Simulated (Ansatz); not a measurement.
An Ansatz (a first-principles code) run: Pt with a change (biaxial strain −2.50 %, plane normal [001], relaxed out of plane); Ansatz PBEsol, no SOC.

Input:

Ansatz 0.2 input:
```yaml
crystal:
  lattice:
    - [2.702411743, 0, 0]
    - [0, 2.702411743, 0]
    - [1.3512058715, -1.3512058715, 1.9843895794]
  atoms:
    - { symbol: Pt, position: [0, 0, 0] }
basis: { ecutwfc: 420, ecutrho_ratio: 4, xc_grid: 2, fft_grid_basis: typed }
kpoints: { mp_grid: { grid: [29, 29, 29] } }
hamiltonian:
  xc: pbesol
  dispersion: none
  pseudopotentials: { kind: paw }
scf: { occupations: { method: fermi_dirac, width: 0.1 } }
relax: { f_tol: 0.005, max_steps: 50, cell: { stress_tol: 0.01, fix: [a, b, gamma] } }
output: { forces: true, stress: true }
checkpoint: { write: state.ck, write_every: 1000 }
```

Output (explanatory and most iteration lines left out):

```
Relaxation: its limit of steps is 50 (relax.max_steps)
Pseudopotential: Pt, paw, valence charge 18
Crystal: 1 atoms, lattice volume = 14.492 Å³
Basis set: ecut = 420 eV, 283 PW (Γ), exchange–correlation on 40×40×40 points (8 copies of the dense FFT grid, shifted against one another)
Bands: 13, of which v1, the nominal top of the filled ones, is band 9 counted from 1 (8 counted from 0)
Symmetry: 16 space group operations
Space group: I4/mmm (ITA 139), of the structure as read, at distance tolerance 2.4e-5 Å
k-points: 1800 of 24389
Functional: x = pbesol(κ = 0.804, μ = 0.12345679012345678), c = pbesol(β = 0.046)
SCF iter   1: F=—  HF=-12383.824300 eV  |F-HF|=—  |Δ(HF+E_count)|=         —  Δρ=6.39e-3  dr2=4.44e-3  ethr=1.77e-3  ⟨swp⟩=5.0  Hψ=130658  notcnv=0
SCF iter   2: F=—  HF=-12383.822968 eV  |F-HF|=—  |Δ(HF+E_count)|=   1.33e-3  Δρ=3.04e-3  dr2=9.27e-4  ethr=2.47e-5  ⟨swp⟩=1.3  Hψ=39390  notcnv=0
SCF 1 converged in 6 iterations: F = -12383.822766 eV  dr2 = 6.78e-11
relax step   1: F+E_penalty+E_count = -12383.82276650 eV  Δ(F+E_penalty+E_count) = +0.000e0 eV  max|allowed force component| = 0.000e0 eV/Å  Δτ_max = 0.0000 Å  P = +12.282 GPa  Ω = 14.492 Å³  fix = [a, b, gamma]  reactions: a +14.076, b +14.076 GPa  (6 SCF iters, dr2 threshold 1.00e-7 eV, accepted)
[... steps on the carried basis left out ...]
relax step   7: F+E_penalty+E_count = -12383.83113470 eV  Δ(F+E_penalty+E_count) = -2.049e-7 eV  max|allowed force component| = 0.000e0 eV/Å  Δτ_max = 0.0000 Å  P = +5.438 GPa  Ω = 14.809 Å³  energy of the carried Pulay correction = +1.873e-7 eV  fix = [a, b, gamma]  reactions: a +8.157, b +8.157 GPa  (2 SCF iters, dr2 threshold 3.59e-10 eV, accepted)
Crystal: 1 atoms, lattice volume = 14.809 Å³
SCF iter   1: F=—  HF=-12383.831135 eV  |F-HF|=—  |Δ(HF+E_count)|=         —  Δρ=2.26e-6  dr2=1.63e-10  ethr=2.94e-8  ⟨swp⟩=2.8  Hψ=186623  notcnv=0
SCF iter   2: F=—  HF=-12383.831134 eV  |F-HF|=—  |Δ(HF+E_count)|=   7.37e-7  Δρ=1.01e-6  dr2=3.73e-11  ethr=9.03e-13 (applied; sched 1.00e-12)  ⟨swp⟩=2.5  Hψ=42790  notcnv=0
SCF 8 converged in 4 iterations: F = -12383.831134 eV  dr2 = 2.50e-13
SCF converged after 4 iterations
Free energy (F): -12383.831134 eV
Internal energy: -12383.778046 eV  (E = F + TS)
E sigma→0 (E₀):  -12383.804590 eV
Entropy (-TS):   -0.053088 eV (-53.088 meV/atom)
Fermi energy:    23.793909 eV
--- Forces (eV/Å), atoms counted from 1 ---
  atom   1  Pt    -0.00000000     0.00000000    -0.00000000
--- Stress (GPa, compression-positive) ---
        8.157190       0.000000       0.000000
        0.000000       8.157190      -0.000000
        0.000000      -0.000000      -0.000296
  P = ⅓ Tr σ = 5.4380 GPa (54.380 kbar)
--- Relaxed structure (6 steps of the walk, 6 accepted, 2 SCFs on fresh bases) ---
  cell:  # Å, volume = 14.8086 Å³
    - [2.702411743, 4.2846242651854394e-111, -1.6224161911942426e-32]
    - [4.2846242651854394e-111, 2.702411743, 4.6964679218780704e-33]
    - [1.3512058715, -1.3512058715, 2.0277298911134096]
  atoms:
    - { symbol: Pt, position: [0.0, 0.0, 0.0] }
```

No phonon test of stability was made. All final runs are without spin polarisation. The cell was made from Pt in the fcc (Cu type) structure (space group Fm-3m, No. 225) by this change: biaxial strain −2.50 %, plane normal [001], relaxed out of plane.
